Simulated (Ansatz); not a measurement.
Ge, response to strain

Consider Ge (space group I4_1/amd, No. 141; a = 5.117 Å, c = 2.805 Å; a cell from a computed database, its experimental status unchecked; relaxed with 0.1 eV smearing). Axes: x, y, z lie along a, b, c of the conventional cell.

Strains are applied to the cell and any free atomic positions relax; under biaxial strain the out-of-plane vector relaxes too; under stress the whole cell relaxes.

Computed with PBEsol/PAW in Ansatz (a quantum-chemistry and plane-wave program), scalar-relativistic without spin-orbit coupling.

Notes on the quantities. pressure: mean of the normal stresses, compression positive; energy relative to the base: free energy F.

```json
[
 {"variant": "base", "pressure": "0.0 GPa", "energy relative to the base": "0 meV/atom", "space group": "I4_1/amd (No. 141)", "shortest interatomic distance": "2.653 Å"},
 {"variant": "biaxial strain +4.86 %, plane normal [001], relaxed out of plane", "pressure": "[?]", "energy relative to the base": "[?]", "space group": "I4_1/amd (No. 141)", "shortest interatomic distance": "[?]"},
 {"variant": "tensor shear ε_yz = −0.69 %", "pressure": "0.0 GPa", "energy relative to the base": "+0.5 meV/atom", "space group": "C2/m (No. 12)", "shortest interatomic distance": "2.648 Å"},
 {"variant": "tensor shear ε_xz = +2.08 %", "pressure": "0.1 GPa", "energy relative to the base": "+4.3 meV/atom", "space group": "C2/m (No. 12)", "shortest interatomic distance": "2.641 Å"},
 {"variant": "uniaxial stress, 2 GPa compression along z", "pressure": "–", "energy relative to the base": "+1.9 meV/atom", "space group": "I4_1/amd (No. 141)", "shortest interatomic distance": "2.660 Å"}
]
```

**Question.** Complete the table.

**Answer.** 
- biaxial strain +4.86 %, plane normal [001], relaxed out of plane, pressure: -3.7 GPa
- biaxial strain +4.86 %, plane normal [001], relaxed out of plane, energy relative to the base: +35 meV/atom
- biaxial strain +4.86 %, plane normal [001], relaxed out of plane, shortest interatomic distance: 2.709 Å

A biaxial case was relaxed in a doubled cell and then solved in the primitive one. Beyond what the load breaks, stability against distortions was not tested. The base started in Imma and relaxed to I4_1/amd at this level. This is not the structure that Ge has at room temperature and ambient pressure.
